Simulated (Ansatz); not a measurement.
**Be: response to strain**

The reference is Be in the hcp (Mg type) structure (space group P6_3/mmc, No. 194; a = 2.263 Å, c = 3.566 Å; relaxed with 0.1 eV smearing).

Strains are applied to the cell and any free atomic positions relax.

Method: PBE, PAW, 420 eV (Ansatz, a quantum-chemistry and plane-wave program; spin-orbit coupling left out).

Notes on the quantities. energy relative to the base: free energy F; pressure: mean of the normal stresses, compression positive.

```
case                      volume per atom  energy relative to the base  pressure
------------------------  ---------------  ---------------------------  --------
base                              7.91 Å³                   0 meV/atom   0.0 GPa
isotropic strain −3.00 %          7.22 Å³                 +26 meV/atom  13.1 GPa
isotropic strain −2.50 %          7.33 Å³                 +18 meV/atom         ?
isotropic strain −2.00 %          7.44 Å³                 +11 meV/atom   8.3 GPa
isotropic strain −1.00 %          7.67 Å³                +2.8 meV/atom   3.9 GPa
isotropic strain −0.50 %          7.79 Å³                +0.7 meV/atom   1.9 GPa
isotropic strain +1.00 %          8.15 Å³                +2.7 meV/atom  -3.5 GPa
isotropic strain +2.00 %          8.39 Å³                 +10 meV/atom  -6.6 GPa
isotropic strain +2.50 %          8.51 Å³                 +16 meV/atom  -8.1 GPa
isotropic strain +3.00 %          8.64 Å³                            ?         ?
```

Task: Fill in the withheld entries from the trend.

Result: 
- isotropic strain −2.50 %, pressure: 10.6 GPa
- isotropic strain +3.00 %, energy relative to the base: +23 meV/atom
- isotropic strain +3.00 %, pressure: -9.4 GPa

Stability against distortions was not tested.
